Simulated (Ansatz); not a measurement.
Functionals compared on the (0001) surface of hexagonal WC in its 1x1 cell (cut with top plane C, bottom plane C), outermost plane spacing 1.42 Å in the ideal cut (one of several cuts of this face), with 1 C a cell over the bulk's ratio, in Ansatz (plane waves, PAW). The structure was relaxed with PBE; the other rows are single points on it. Cutoff 420 eV (500 eV for r2SCAN).

Slab: 9 atoms, C5W4, 11.4 Å thick at the start; k 15x15x1, smearing 0.1 eV, dipole-corrected; all atoms relaxed; symmetry of the start imposed; no spin, no spin-orbit, no U. These notes are the PBE run's.

```json
[
 {"functional": "PBE", "work function of the top face (eV)": "6.28", "rough cost of the single point": "–"},
 {"functional": "LDA", "work function of the top face (eV)": "6.53", "rough cost of the single point": "about 14 core-seconds (a rough figure)"},
 {"functional": "PBEsol", "work function of the top face (eV)": "[?]", "rough cost of the single point": "around 12 core-seconds (rough)"},
 {"functional": "RPBE", "work function of the top face (eV)": "6.17", "rough cost of the single point": "about 13 core-seconds (a rough figure)"},
 {"functional": "r2SCAN", "work function of the top face (eV)": "6.42", "rough cost of the single point": "very roughly 40 core-seconds"}
]
```

Q: Some entries are withheld; supply them.

A: 
- PBEsol, work function of the top face (eV): 6.33

Ansatz is a first-principles code.
